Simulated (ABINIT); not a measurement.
ABINIT run on Pb (Fm-3m, 1 atom in the cell): self-consistent single point.

Method of the run: PBE, norm-conserving pseudopotentials (PseudoDojo nc-sr-05 PBE standard) (plane waves; ABINIT 10.0.3).

```yaml
crystal:
  lattice:
    - [0.00000, 2.46758, 2.46758]
    - [2.46758, 0.00000, 2.46758]
    - [2.46758, 2.46758, 0.00000]
  atoms:
    - { symbol: Pb, position: [0.00000, 0.00000, 0.00000] }
```

Reference input (self-consistent single point, DFT, PBE, plane waves, norm-conserving pseudopotentials (PseudoDojo nc-sr-05 PBE standard)): pseudos = [Pb.upf]; ecut = 844 eV; ixc = 11; occopt = 7; tsmear = 0.1 eV; ngkpt = 8 8 8; nshiftk = 1; shiftk = 0 0 0; potentials = PseudoDojo nc-sr-05 PBE standard; nband = 12; kptopt = 1; nstep = 60. This run's input differs from it in these lines:

```diff
@@ -19,5 +19,6 @@
 kptopt 1
-ngkpt 8 8 8
+ngkpt 10 10 10
 nshiftk 1
-shiftk 0 0 0
+shiftk 0.5 0.5 0.5
+chksymbreak 0
 nstep 60
```

Output, abridged:

```
--- !BeginCycle
solver: {iscf: 7, nstep: 60, nline: 4, wfoptalg: 0, }
tolerances: {toldfe: 1.00E-09, }
...

     iter   Etot(hartree)      deltaE(h)  residm     vres2
 ETOT  1  -69.805650411411    -6.981E+01 4.119E-01 8.807E-01
 ETOT  2  -69.884260948401    -7.861E-02 1.229E-02 3.450E-01
 ETOT  3  -69.884296828890    -3.588E-05 3.683E-03 8.801E-03
 ETOT  4  -69.884298145063    -1.316E-06 4.726E-03 7.478E-03
 ETOT  5  -69.884299067287    -9.222E-07 1.589E-03 3.862E-05
 ETOT  6  -69.884299070019    -2.732E-09 1.106E-03 2.394E-06
 ETOT  7  -69.884299070319    -3.005E-10 9.242E-04 4.690E-08
 ETOT  8  -69.884299070325    -5.912E-12 4.488E-04 2.779E-10
 At SCF step    8, etot is converged :
  for the second time, diff in etot=  5.912E-12 < toldfe=  1.000E-09

 Cartesian components of stress tensor (hartree/bohr^3)
  sigma(1 1)= -9.35675368E-05  sigma(3 2)=  0.00000000E+00
  sigma(2 2)= -9.35675368E-05  sigma(3 1)=  0.00000000E+00
  sigma(3 3)= -9.35675368E-05  sigma(2 1)=  0.00000000E+00

 ----iterations are completed or convergence reached----

 reduced coordinates (array xred) for    1 atoms
       0.000000000000      0.000000000000      0.000000000000
 cartesian forces (eV/Angstrom) at end:
    1     -0.00000000000000    -0.00000000000000    -0.00000000000000
 frms,max,avg= 0.0000000E+00 0.0000000E+00   0.000E+00  0.000E+00  0.000E+00 e/A
 length scales=  6.594535770916  6.594535770916  6.594535770916 bohr
   [... lines left out ...]
 Fermi (or HOMO) energy (hartree) =   0.24504   Average Vxc (hartree)=  -0.38764
 Fermi (or HOMO) energy (eV) =   6.66789   Average Vxc (eV)= -10.54823
   [... lines left out ...]
total_energy        : -6.98842990703250E+01
total_energy_eV     : -1.90164848778965E+03
band_energy         : -3.58171873663990E+00
...

-Cartesian components of stress tensor (GPa)         [Pressure=  2.7529E+00 GPa]
- sigma(1 1)= -2.75285151E+00  sigma(3 2)=  0.00000000E+00
- sigma(2 2)= -2.75285151E+00  sigma(3 1)=  0.00000000E+00
- sigma(3 3)= -2.75285151E+00  sigma(2 1)=  0.00000000E+00

 Calculation completed.
```

The run converged in 8 iterations. Against the reference run the free energy rises by 19.2 meV/atom and the pressure goes from 2.97 to 2.75 GPa.

The starting cell has typed, rounded lattice constants, without a prior relaxation at this level. Its lattice was rescaled by up to half a per cent.

Cost on one core of a shared machine: roughly 40 s.
